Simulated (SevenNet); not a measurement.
White tin (β-Sn)

Level of theory: the machine-learned potential SevenNet-l3i5 (trained on PBE and PBE+U data).

Cell (relaxed at this level):

Space group I4₁/amd, origin choice 1 (No. 141); a = 5.933 Å, b = 5.933 Å, c = 3.223 Å, α = 90.00°, β = 90.00°, γ = 90.00°

```csv
atom,site,symmetry,x,y,z
Sn,4a,-4m2,0.0000,0.0000,0.0000
```
(The calculation used a cell of 2 atoms; values per cell refer to that cell.)

```
Property              Result
-------------------  -------
lattice parameter a  5.933 Å
c axis length        3.223 Å
```

Measured, for comparison: lattice constant a 5.831 Å, lattice parameter c 3.181 Å (293 K, no zero-point or thermal correction; as tabulated in Wikipedia's data pages). Computed (rounded) less measured: lattice constant a +1.7 %, lattice parameter c +1.3 %.

A machine-learned potential is trained on density-functional data: it inherits that level's misses and adds fitting errors of its own.
